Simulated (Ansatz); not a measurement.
Given:

```xyz
4
Lattice="4.1844 0.0000 0.0000 -2.0922 3.6238 0.0000 0.0000 0.0000 6.8059" Properties=species:S:1:pos:R:3 pbc="T T T"
Cd     0.0000     2.4159    -0.0060
Cd     2.0922     1.2079     3.3970
S      0.0000     2.4159     2.5582
S      2.0922     1.2079     5.9612
```

Calculation: PBE with spin-orbit coupling, rigid bands (plane waves, PAW; Ansatz, a quantum-chemistry and plane-wave program). Condition of this run: hydrostatic pressure of -2.4 GPa (compression positive) (the target of the relaxation). How the cell was made: cell and atoms relaxed with PBEsol, then loaded as said.

### Question
Predict the electron conductivity mass (n e² τ/σ) at 300 K, by direction if it differs.

### Answer
0.143 (x), 0.143 (y), 0.133 (z) mₑ.

### Question
Predict the hole conductivity mass (n e² τ/σ) at 300 K, by direction if it differs.

### Answer
1.28 (x), 1.28 (y), 1.59 (z) mₑ.

### Question
And the band gap?

### Answer
1.12 eV at this level; semilocal functionals usually fall short of the measured gap.

Rigid bands, one relaxation time for all states, no polarons. Geometry: cell and atoms relaxed with PBEsol.
